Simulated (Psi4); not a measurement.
Psi4 1.11, unrestricted WB97X/def2-svpd: Fe(F)(Cl)(NH3)2 ([NH3]->[Fe](<-[NH3])([F])[Cl]), charge 0, multiplicity 5, 11 atoms. The geometry is a generated start, not checked to be a minimum at this level.

| Item | Value |
|---|---|
| task | energy |
| method | wb97x |
| basis | def2-svpd |
| memory | 3 GB |
| maxiter | 100 |
| keys of the molecule block | symmetry c1 |
| scf_type | df (default) |
| guess | auto, which took SAD (default) |
| scf_initial_accelerator | adiis (default) |
| e_convergence | 1e-06 (default) |
| d_convergence | 1e-06 (default) |
| dft_radial_points | 75 (default) |
| dft_spherical_points | 302 (default) |
| basis functions | 172 |
| grid points | 238405 |

```xyz
11

Fe     0.0222     0.5278     0.6778
F      1.8406     0.9182     0.9032
Cl    -1.4066     1.3933     1.9989
N      0.1033    -1.9148     0.9128
H     -0.2733    -2.5059     0.1822
H     -0.3355    -2.1794     1.7883
H      1.0970    -2.1069     0.9940
N     -0.2646     1.3448    -1.6217
H     -0.9354     2.1046    -1.6533
H     -0.4986     0.6861    -2.3543
H      0.6509     1.7321    -1.8280
```

Charge 0 and multiplicity 5 are set for this test and not shown to be the ground state.

One run each on 2 threads. Values of diis_max_vecs tried: 3, 6, 10 (default), 20.

Problem. How does the count of SCF iterations change with diis_max_vecs, and where is it least?

Solution. Fewest SCF iterations: 6 with 28. The count rises to 86 at 20. All converge to one solution.

```tsv
diis_max_vecs	SCF iterations	end
3	82	same solution
6	28	same solution
10 (default)	30	same solution
20	86	same solution
```
